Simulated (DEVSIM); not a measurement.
System: isotype n-n heterojunction In0.49Ga0.51P/GaAs, at 300 K.

```tsv
layer (left to right)	material	thickness (μm)	Nd (cm⁻³)	τn (s)	τp (s)
1	In0.49Ga0.51P	0.210	1e16	2.9e-9	2.9e-9
2	GaAs	0.0360	2.3e15	2.9e-9	2.9e-9
```

Left contact: ohmic. Right contact: ohmic. Voltage is applied to the left contact. Recombination: SRH at mid-gap, Auger. Mobility is μmin + (μ − μmin)/(1 + (N/Nref)^α).

The device is made up for the run: typed textbook-type constants, with dimensions and the other settings drawn at random. Values at 300 K.

```csv
parameter,In0.49Ga0.51P,GaAs
gap (eV),1.89,1.424
affinity (eV),4,4.07
permittivity,11.8,12.9
Nc (cm⁻³),9e17,4.7e17
Nv (cm⁻³),1.3e19,9e18
μn (cm²/Vs),1500,8500
μp (cm²/Vs),80,400
"μn,min",400,500
"μp,min",15,20
"Nref,n",2e16,6e16
"Nref,p",1.5e17,1.5e17
αn,0.7,0.39
αp,0.8,0.38
Cn (cm⁶/s),3e-30,1e-30
Cp (cm⁶/s),3e-30,1e-30
```

DEVSIM, 1D drift-diffusion, Boltzmann statistics, complete ionisation; no tunnelling, impact ionisation, image-force lowering or self-heating. Band offsets follow the typed affinities; no thermionic-emission limit at abrupt steps, no polarisation charge.

Q: Tabulate band edges, carrier densities and field at zero bias.

A: Energies count from the Fermi level of the right contact; mesh points crowd at the junctions.

```tsv
x (μm)	Ec (eV)	Ev (eV)	n (cm⁻³)	p (cm⁻³)	field (V/cm)
0.000	0.116	-1.774	1.0e16	< 1e2	250
0.002693	0.116	-1.774	1.0e16	< 1e2	250
0.006824	0.117	-1.774	9.9e15	< 1e2	250
0.01316	0.117	-1.773	9.9e15	< 1e2	260
0.02635	0.117	-1.773	9.7e15	< 1e2	300
0.04312	0.118	-1.772	9.5e15	< 1e2	400
0.06885	0.119	-1.771	9.0e15	< 1e2	680
0.1171	0.125	-1.765	7.2e15	< 1e2	2000
0.1512	0.135	-1.755	4.9e15	< 1e2	4000
0.1734	0.146	-1.744	3.2e15	< 1e2	6000
0.1879	0.156	-1.734	2.2e15	< 1e2	7700
0.1993	0.165	-1.725	1.5e15	< 1e2	9100
0.2048	0.170	-1.720	1.2e15	< 1e2	9800
0.2084	0.174	-1.716	1.1e15	< 1e2	10000
0.2115	0.107	-1.317	7.5e15	< 1e2	9500
0.2147	0.110	-1.314	6.6e15	< 1e2	9300
0.2186	0.114	-1.310	5.8e15	< 1e2	9100
0.2245	0.119	-1.305	4.7e15	< 1e2	8800
0.2338	0.127	-1.297	3.4e15	< 1e2	8600
0.2390	0.132	-1.292	2.9e15	< 1e2	8600
0.2428	0.135	-1.289	2.6e15	< 1e2	8500
0.2460	0.138	-1.286	2.3e15	< 1e2	8500
```
